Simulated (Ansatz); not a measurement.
## Several settings converged on a (001) slab of Cr (cut from a parent of space group no. 194; 4 atoms in the cell)

```yaml
crystal:
  lattice:
    - [2.43626, 0.00000, 0.00000]
    - [-1.21813, 2.10986, 0.00000]
    - [0.00000, 0.00000, 20.70230]
  atoms:
    - { symbol: Cr, position: [0.33333, 0.66667, 0.33813] }
    - { symbol: Cr, position: [0.66667, 0.33333, 0.44604] }
    - { symbol: Cr, position: [0.33333, 0.66667, 0.55396] }
    - { symbol: Cr, position: [0.66667, 0.33333, 0.66187] }
```

Base method: LDA (PW92), default PAW files made with PBE (plane waves; Ansatz, an electronic-structure program).

Base settings: basis.ecutwfc = 420 eV; kpoints.mp_grid.grid = 14 14 1; hamiltonian.xc = lda; hamiltonian.pseudopotentials = {kind: paw} (the program's default PAW files); scf.occupations.method = gaussian; scf.occupations.width = 0.1 eV.

The count of work is k-points × plane waves × bands × iterations; it is no time. 

**The vacuum**

The mesh stays at the base's, so the ladder's end is converged at best in this setting alone.

Only quantities that move along the ladder and can be compared are tabulated.

```tsv
vacuum between outermost atoms (Å)	free energy less the last step's (meV/atom)	largest difference of a force vector from the last step's (eV/Å)	count of work / last
3.0	-278.37	1.335	0.27
4.0	-77.44	0.449	0.26
5.0	-15.99	0.099	0.28
6.0	-2.86	0.022	0.31
7.0	-0.57	0.007	0.37
8.0	-0.10	0.002	0.40
10.0	0.00	0.000	0.45
12.0	0.01	0.000	0.51
14.0	0.00	0.000	0.57
17.0	0.00	0.000	0.65
20.0	0.00	0.000	0.64
25.0	0.01	0.000	0.86
30.0	0.00	0.000	1.0
```

Smallest vacuum between outermost atoms (Å) that holds the forces within 0.02 eV/Å of the last step, with all finer ones: 7.0, at 0.37 of the last step's count of work; the step before is off by 0.022 eV/Å.

Smallest vacuum between outermost atoms (Å) that holds the free energy within 2 meV/atom of the last step, with all finer ones: 7.0, at 0.37 of the last step's count of work; the step before is off by 2.9 meV/atom.

**The plane-wave cutoff**

The mesh stays at the base's, so the ladder's end is converged at best in this setting alone.

Only quantities that move along the ladder and can be compared are tabulated.

| basis.ecutwfc | free energy less the last step's (meV/atom) | largest difference of a force vector from the last step's (eV/Å) | count of work / last |
|---|---|---|---|
| 210 eV | 6355.85 | 0.055 | 0.13 |
| 250 eV | 1818.66 | 0.344 | 0.18 |
| 295 eV | 325.92 | 0.096 | 0.23 |
| 355 eV | 24.75 | 0.014 | 0.28 |
| 420 eV | 1.88 | 0.001 | 0.35 |
| 505 eV | 0.76 | 0.000 | 0.47 |
| 630 eV | 0.28 | 0.000 | 0.64 |
| 840 eV | 0.00 | 0.000 | 1.0 |

Coarsest basis.ecutwfc that holds the forces within 0.01 eV/Å of the last step, with all finer ones: 420 eV, at 0.35 of the last step's count of work; the step before is off by 0.014 eV/Å.

Coarsest basis.ecutwfc that holds the free energy within 5 meV/atom of the last step, with all finer ones: 420 eV, at 0.35 of the last step's count of work; the step before is off by 25 meV/atom.

**The depth of the slab**

On the (001) slab of Cr (cut from a parent of space group no. 194; 2 atoms in the cell), and deeper slabs.

Surface energy = (E_slab − N e_bulk)/2A, with e_bulk from the bulk crystal on its finest mesh (728 k-points); errors per atom of slab and bulk, whose meshes differ, grow with N. The bulk cell stands at -6.9 GPa at this level, so the slab is strained in the plane.

The mesh stays at the base's, so the ladder's end is converged at best in this setting alone.

Only quantities that move along the ladder and can be compared are tabulated.

```csv
atoms,unrelaxed surface energy (J/m²),count of work / last
2,3.193,0.051
4,3.071,0.14
6,3.076,0.25
8,3.076,0.44
10,3.078,0.56
14,3.080,1.0
```

Smallest size that holds the unrelaxed surface energy within 0.05 J/m² of the last step, with all finer ones: 4, at 0.14 of the last step's count of work; the step before is off by 0.11 J/m².

On the base run: the starting cell comes from a database of computed structures (which also holds hypothetical and non-ambient phases and stackings), without a prior relaxation at this level. The slab is cut from that crystal, and its faces are unrelaxed. Its lattice was rescaled by up to half a per cent. Spin polarisation is off.

Left out of this page: 1 run of the series outside the window shown, repeating another row's setting, or not comparable.

Keys are those of Ansatz 0.2.
